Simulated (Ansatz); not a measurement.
Data:

End structure of a constructed model of the (111) surface of fcc Pd, a pseudomorphic layer of Nb in the other hollow (bottom of the slab: a bare face, its two planes held):

```
CELL_PARAMETERS angstrom
      2.78861     0.00000     0.00000
     -1.39431     2.41501     0.00000
      0.00000     0.00000    30.50000
ATOMIC_POSITIONS crystal
  Pd 0.33333 0.66667 0.26898
  Pd 0.66667 0.33333 0.34364
  Pd 0.00000 0.00000 0.41802
  Pd 0.33333 0.66667 0.49272
  Pd 0.66667 0.33333 0.56776
  Pd 0.00000 0.00000 0.64459
  Nb 0.66667 0.33333 0.71816
```

Slab: 7 atoms, 14.1 Å thick at the start; k 15x15x1, smearing 0.1 eV, dipole-corrected; 2 atoms held, the rest relaxed; symmetry of the start imposed; no spin, no spin-orbit, no U. In PBE it is, or lies within 0.01 eV a 1x1 cell of, the lowest of the 2 structures of its composition computed so far; larger cells were not tried.

Task: What work function of the top face does Ansatz (an electronic-structure program) with PBE give?

Result: 4.94 eV
